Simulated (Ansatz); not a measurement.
Defect migration in zinc-blende ZnS: interstitial Zn, charge state +2. These are PBE, PAW (plane waves to 420 eV; Ansatz, a quantum-chemistry and plane-wave program) values and carry that method's errors.

Cell of 64 host sites held at the relaxed PBE lattice; the Γ point alone; Fermi-Dirac width 0.01 eV, spin-restricted; finite-size errors left in. Energies are static. The charge state is imposed; whether it is stable for some Fermi level was not computed. Sites that were not tried may lie lower.

Barriers: single points on a 2×2×2 k-point mesh shifted by half a step at the bands' geometries.

The step: one Zn atom jumps by itself. Atoms about the jump, Cartesian Å from the middle of the jump, before and after:

```tsv
atom	x0	y0	z0	x1	y1	z1
Zn1	0.00	1.36	1.36	0.00	-1.36	-1.36
Zn2	0.00	-1.54	1.36	0.00	-1.36	1.53
Zn3	0.00	1.36	-1.54	0.00	1.53	-1.36
S4	1.36	0.00	0.00	1.36	0.00	0.00
Zn5	-2.89	1.36	1.36	-2.73	1.38	1.37
Zn6	-2.73	-1.38	-1.38	-2.89	-1.36	-1.36
S7	-1.35	2.71	0.00	-1.38	2.75	0.02
S8	-1.35	0.00	2.71	-1.38	0.02	2.75
S9	-1.38	-2.75	-0.03	-1.35	-2.71	0.00
S10	-1.38	-0.02	-2.75	-1.35	0.00	-2.71
S11	-4.10	-0.02	-0.03	-4.10	0.02	0.02
```

Predict the transition state.


```
atom      x      y      z
----  -----  -----  -----
Zn1   -1.28   0.03   0.02
Zn2    0.17  -1.52   1.51
Zn3    0.17   1.52  -1.52
S4     1.32   0.01   0.00
Zn5   -2.85   1.50   1.49
Zn6   -2.83  -1.48  -1.49
S7    -1.33   2.67  -0.01
S8    -1.33   0.00   2.66
S9    -1.33  -2.66   0.00
S10   -1.33   0.01  -2.67
S11   -4.01   0.01   0.00
```
It lies 0.62 eV above the start and 0.62 eV above the end. The saddle point's order was not checked, and it lies on a symmetry element of the cell, where a band can be held.
